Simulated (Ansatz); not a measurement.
The reference is Ge in the diamond structure (space group Fd-3m, No. 227; a = 5.676 Å).

Levels (all Ansatz, a first-principles code, PAW): PBEsol (420 eV, no spin-orbit coupling); r2SCAN (500 eV, scalar-relativistic without spin-orbit coupling).

The geometry is relaxed with PBEsol.

* **PBEsol band gap**: zero
* **PBEsol pressure**: 0.0 GPa

### Question
Predict the band gap and pressure from r2SCAN.

### Answer
The band gap becomes 0.35 eV (PBEsol: zero); the pressure stays 0.0 GPa.

Single points use the geometry relaxed with PBEsol. Their cutoffs differ, which shifts pressures a little. Whether these cells are dynamically stable was not tested. The zero or small gap of Ge can change with the level of theory.
